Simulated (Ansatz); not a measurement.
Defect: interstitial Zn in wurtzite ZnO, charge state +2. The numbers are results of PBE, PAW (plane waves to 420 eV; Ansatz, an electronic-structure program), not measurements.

Settings: 72 host sites, the relaxed PBE lattice, one k-point at (0.125, 0.250, 0.250), smearing 0.01 eV, spin-restricted, no image-charge correction. Energies are static. The charge state is imposed; whether it is stable for some Fermi level was not computed. Sites that were not tried may lie lower.

Barriers: single points on a 2×2×2 k-point mesh shifted by half a step along c at the bands' geometries.

Relaxed starting cell (atoms counted from 1):

```xyz
73
Lattice="9.8385 0.0000 0.0000 -4.9192 8.5204 0.0000 0.0000 0.0000 10.5876" Properties=species:S:1:pos:R:3 pbc="T T T"
Zn     1.7789     1.0110     2.8034
Zn     1.6445     0.9475     7.9240
Zn     0.0038     3.7877     2.6289
Zn     0.0004     3.8285     7.8525
Zn    -1.6243     6.6139     2.6310
Zn    -1.5957     6.5977     7.8508
Zn     4.9205     0.9442     2.6572
Zn     4.9197     0.9332     7.9446
Zn     3.2838     3.7803     2.6603
Zn     3.2718     3.7868     7.9450
Zn     1.6360     6.6154     2.6300
Zn     1.5989     6.5992     7.8520
Zn     8.0645     1.0157     2.8008
Zn     8.1918     0.9482     7.9229
Zn     6.5580     3.7811     2.6586
Zn     6.5673     3.7886     7.9442
Zn     4.9288     6.4687     2.8053
Zn     4.9172     6.6185     7.9250
Zn    -0.0053     1.9146     5.3352
Zn    -0.0079     2.0851    10.3767
Zn    -1.6499     4.7345     5.2434
Zn    -1.6628     4.7254    10.5896
Zn    -3.2683     7.5686     5.3416
Zn    -3.1170     7.4834    10.3636
Zn     3.3022     1.9153     5.3452
Zn     3.2796     1.9036    10.5860
Zn     1.6380     4.7360     5.2457
Zn     1.6522     4.7275    10.5881
Zn    -0.0040     7.5853     5.2434
Zn    -0.0051     7.6001    10.5898
Zn     6.5240     1.9154     5.3427
Zn     6.5443     1.9044    10.5854
Zn     4.9125     4.7047     5.3467
Zn     4.9124     4.7328    10.5865
Zn     3.2602     7.5701     5.3369
Zn     3.1069     7.4891    10.3724
O      1.6423     0.9526     4.7341
O      1.5926     0.9259     9.9953
O     -0.0041     3.7719     4.6156
O     -0.0035     3.8956     9.8731
O     -1.6590     6.6391     4.6165
O     -1.5500     6.5741     9.8721
O      4.9140     0.9636     4.6488
O      4.9132     0.9512     9.9509
O      3.2852     3.7845     4.6520
O      3.2759     3.7906     9.9519
O      1.6519     6.6393     4.6161
O      1.5441     6.5754     9.8726
O      8.1871     0.9542     4.7326
O      8.2324     0.9288     9.9900
O      6.5423     3.7851     4.6505
O      6.5519     3.7921     9.9509
O      4.9157     6.6224     4.7356
O      4.9135     6.6837     9.9995
O     -0.0004     1.8113     1.9717
O     -0.0004     1.8976     7.3430
O     -1.6413     4.7262     1.9959
O     -1.6538     4.7210     7.2430
O     -3.3419     7.6070     1.9749
O     -3.2726     7.5664     7.3505
O      3.2978     1.9020     1.9967
O      3.2787     1.8908     7.3388
O      1.6438     4.7274     1.9951
O      1.6534     4.7221     7.2453
O      0.0032     7.5735     1.9957
O      0.0006     7.5884     7.2426
O      6.5403     1.9021     1.9961
O      6.5572     1.8924     7.3359
O      4.9186     4.7092     1.9964
O      4.9181     4.7325     7.3410
O      3.3473     7.6101     1.9745
O      3.2722     7.5680     7.3456
Zn     0.0026    -0.0061     1.1068
```
Cell charge +2.

End state 1 differs by these moves (Å; atoms that move under 0.08 Å are left out):

| atom | element | Δx | Δy | Δz |
|---|---|---|---|---|
| 1 | Zn | -0.14 | -0.07 | -0.15 |
| 4 | Zn | -0.01 | -0.04 | 0.09 |
| 6 | Zn | -0.08 | 0.00 | 0.00 |
| 7 | Zn | -0.13 | 0.07 | 0.14 |
| 11 | Zn | 0.01 | -0.15 | 0.17 |
| 12 | Zn | 0.04 | 0.02 | 0.07 |
| 13 | Zn | 0.27 | 0.00 | 0.00 |
| 16 | Zn | -0.01 | 0.04 | -0.09 |
| 17 | Zn | 0.00 | 0.15 | -0.17 |
| 18 | Zn | 0.05 | -0.02 | -0.07 |
| 20 | Zn | 0.01 | -0.18 | 0.21 |
| 23 | Zn | -0.01 | 0.02 | -0.10 |
| 24 | Zn | -0.17 | 0.12 | 0.23 |
| 27 | Zn | 0.00 | -0.03 | 0.10 |
| 29 | Zn | -0.01 | -0.02 | 0.10 |
| 30 | Zn | -0.16 | -0.11 | -0.23 |
| 32 | Zn | 0.01 | 0.18 | -0.21 |
| 33 | Zn | 0.00 | 0.03 | -0.10 |
| 36 | Zn | -1.47 | 1.02 | 1.32 |
| 37 | O | 0.00 | 0.01 | -0.09 |
| 40 | O | 0.00 | -0.10 | 0.08 |
| 42 | O | -0.19 | 0.00 | 0.00 |
| 43 | O | 0.00 | -0.01 | 0.08 |
| 47 | O | -0.01 | -0.02 | 0.12 |
| 48 | O | 0.09 | 0.11 | 0.13 |
| 52 | O | 0.01 | 0.10 | -0.08 |
| 53 | O | -0.01 | 0.02 | -0.12 |
| 54 | O | 0.10 | -0.11 | -0.13 |
| 55 | O | 0.02 | 0.09 | 0.02 |
| 60 | O | 0.00 | 0.02 | -0.11 |
| 64 | O | -0.01 | 0.01 | 0.10 |
| 66 | O | -0.01 | -0.02 | 0.11 |
| 67 | O | 0.02 | -0.09 | -0.03 |
| 70 | O | -0.01 | -0.01 | -0.10 |
| 71 | O | -0.13 | 0.00 | 0.00 |
| 73 | Zn | -1.48 | -1.03 | -1.33 |

Problem. Give the forward and backward barriers to end state 1 at the level PBE, PAW.

Solution. forward 0.68 eV, backward 0.68 eV; at the saddle point atom 73 has neighbours O at 1.89, O at 2.02, O at 2.05; Zn at 2.39, Zn at 2.43 Å. The saddle point's order was not checked, and it lies on a symmetry element of the cell, where a band can be held.
